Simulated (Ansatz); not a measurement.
For CdTe (model structure, within 0.1 Å of P6₂22, No. 180, 6 atoms in the cell), PBEsol (plane waves, PAW; Ansatz, a program for electronic structure) gives:

| Quantity | Result |
|---|---|
| bulk modulus B0 | 46.6 GPa |
| cohesive energy | 2.31 eV/atom |
| band gap | 0.10 eV |

Problem. What does r²SCAN in Ansatz (plane waves, PAW) give for the same quantities?

Solution. 
- bulk modulus: 45.0 GPa (drops by 3.4 %)
- cohesive energy: 2.14 eV/atom (shrinks by 0.17 eV/atom)
- band gap: 0.60 eV (rises by 0.50 eV)

Changes are worked out from the printed values.

Unless a cell is named, each level is at its own relaxed cell (PBEsol 30.31, r²SCAN 31.44 Å³/atom).

Levels without +SOC leave out spin–orbit coupling, which shifts energies and cells of such heavy elements.

Levels without +SOC have no spin–orbit coupling; where heavier elements are present it shifts gaps, mostly down, and can invert bands. Density-functional gaps are differences of (generalised) Kohn–Sham levels.

Caveats: the bulk modulus is −V dP/dV from two relaxed cells at ±2 % in volume (PBEsol, r²SCAN). Ansatz's density-functional and Hartree–Fock values are scalar-relativistic unless marked +SOC, with PAW data made under PBE.

A model structure was made by putting elements into a prototype or built by hand; it is no filed structure, need not be a known phase, and can be a saddle point held by its symmetry.
